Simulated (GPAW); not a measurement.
Input and output of a self-consistent single point for BN (F-43m, 2 atoms in the cell) (GPAW).

Method of the run: PBE, GPAW PAW datasets PBE (gpaw-data 1.0.1) (plane waves; GPAW 25.7.0).

The change in words: lattice scaled by 0.98. Reference geometry:
```
CELL_PARAMETERS angstrom
      0.00000     1.80750     1.80750
      1.80750     0.00000     1.80750
      1.80750     1.80750     0.00000
ATOMIC_POSITIONS crystal
  B  0.00000 0.00000 0.00000
  N  0.25000 0.25000 0.25000
```

Reference input (self-consistent single point, DFT PBE, plane waves, GPAW PAW datasets PBE (gpaw-data 1.0.1)): mode = pw; ecut = 950 eV; xc = PBE; kpts = 11 11 11; mesh shift (steps) = 0 0 0; occupations.name = fermi-dirac; occupations.width = 0.01 eV; nbands = -4; convergence.density = 1e-05 e/electron; convergence.bands = -2; symmetry.symmorphic = false; symmetry.tolerance = 0.0005. This run's input differs from it in these lines:

```diff
@@ -5,5 +5,5 @@
 atoms = Atoms(['B', 'N'],
-              cell=[[0.000000, 1.807500, 1.807500],
-                    [1.807500, 0.000000, 1.807500],
-                    [1.807500, 1.807500, 0.000000]],
+              cell=[[0.000000, 1.771350, 1.771350],
+                    [1.771350, 0.000000, 1.771350],
+                    [1.771350, 1.771350, 0.000000]],
               scaled_positions=[[0.000000, 0.000000, 0.000000],
```

Output (repeated stretches shortened):

```
     iter     time        total  log10-change:
                         energy   eigst   dens
iter:   1 --:--:--   -18.365579   +1.10
iter:   2 --:--:--   -18.186607   +0.25  -0.76
iter:   3 --:--:--   -17.488499   -0.29  -0.80
iter:   4 --:--:--   -17.481375   -1.41  -1.17
iter:   5 --:--:--   -17.453572   -1.08  -1.22
iter:   6 --:--:--   -17.451637   -2.02  -1.88
iter:   7 --:--:--   -17.447939   -2.83  -2.00
iter:   8 --:--:--   -17.447832c  -3.99  -2.69
iter:   9 --:--:--   -17.447830c  -5.24  -3.59
iter:  10 --:--:--   -17.447830c  -5.57  -3.62
iter:  11 --:--:--   -17.447832c  -5.89  -3.56
iter:  12 --:--:--   -17.447832c  -6.33  -3.99
iter:  13 --:--:--   -17.447831c  -7.51c -4.27
iter:  14 --:--:--   -17.447831c  -8.51c -4.87
iter:  15 --:--:--   -17.447831c  -9.41c -5.02c
Converged after 15 iterations.

Dipole moment: (-1.728442, -1.728442, -1.728442) |e|*Ang

Energy contributions relative to reference atoms: (reference = -2151.211071)

Kinetic:        +22.183521
Potential:      -20.067160
External:        +0.000000
XC:             -19.691559
Entropy (-ST):   -0.000000
Local:           +0.127366
SIC:             +0.000000
--------------------------
Free energy:    -17.447831
Extrapolated:   -17.447831

Showing only first 2 kpts
 Kpt  Band  Eigenvalues  Occupancy
  0     2     11.01539    2.00000
  0     3     11.01542    2.00000
  0     4     20.13700    0.00000
  0     5     20.13700    0.00000

  1     2     10.32653    2.00000
  1     3     10.32655    2.00000
  1     4     19.75466    0.00000
  1     5     21.06645    0.00000

Fermi level: 12.06170

Gap: 4.645 eV
Transition (v -> c):
   [... lines left out ...]
Direct/indirect transitions are different
Direct gap: 9.122 eV
Transition at: (s=0, k=0, n=3, [0.00, 0.00, 0.00])
Energy (eV): -17.447831

Forces in eV/Ang:
  0 B    -0.00000   -0.00000    0.00000
  1 N    -0.00000    0.00000   -0.00000

Stress tensor:
    -0.180421    -0.000000    -0.000000
    -0.000000    -0.180421     0.000000
    -0.000000     0.000000    -0.180421
Stress (GPa, Voigt): [-28.9066 -28.9066 -28.9066   0.      -0.      -0.    ]
```

The run converged in 15 iterations. GPAW prints stress with tension positive. Against the reference run the free energy goes up by 33.8 meV/atom and the gap on the mesh goes from 4.575 to 4.645 eV.

At such cutoffs GPAW's stress carries a finite-basis (Pulay) error, which enters relaxed cells too; its log prints stress with tension positive.

The starting cell has typed, rounded lattice constants, without a prior relaxation at this level. For this run, on top of that: lattice scaled by 0.98.
